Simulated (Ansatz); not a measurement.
System: Hf2S (P6₃/mmc, No. 194, 6 atoms in the cell; start mp-10000). Method: LDA (Ansatz, an electronic-structure program, PAW).

Run with plane-wave cutoff 520 eV, 18×18×6 k mesh (along the axes of the cell as run), Fermi–Dirac smearing 0.05 eV, scalar-relativistic PAW data made under PBE.

Cell (relaxed at this level):

```
CELL_PARAMETERS angstrom
      3.31792     0.00000     0.00000
     -1.65896     2.87340     0.00000
      0.00000     0.00000    11.56869
ATOMIC_POSITIONS crystal
  Hf 0.66667 0.33333 0.89891
  Hf 0.33333 0.66667 0.10109
  Hf 0.33333 0.66667 0.39891
  Hf 0.66667 0.33333 0.60109
  S  0.00000 0.00000 0.75000
  S  0.00000 0.00000 0.25000
```

Question: Give the computed bulk modulus.

Answer: 
- bulk modulus = 148 GPa

The run finds no gap.

Note: the bulk modulus is −V dP/dV from two relaxed cells at ±2 % in volume; the relaxation could not lower the start's symmetry, so the cell can be a saddle point above a distorted one.

Spin–orbit coupling is not included; it can open a gap where bands touch, and shift volumes and moduli.

Computed values are for the static lattice.

Computing time: roughly 7 core-minutes.

A start named mp-… is a Materials Project structure, which need not be a measured phase.
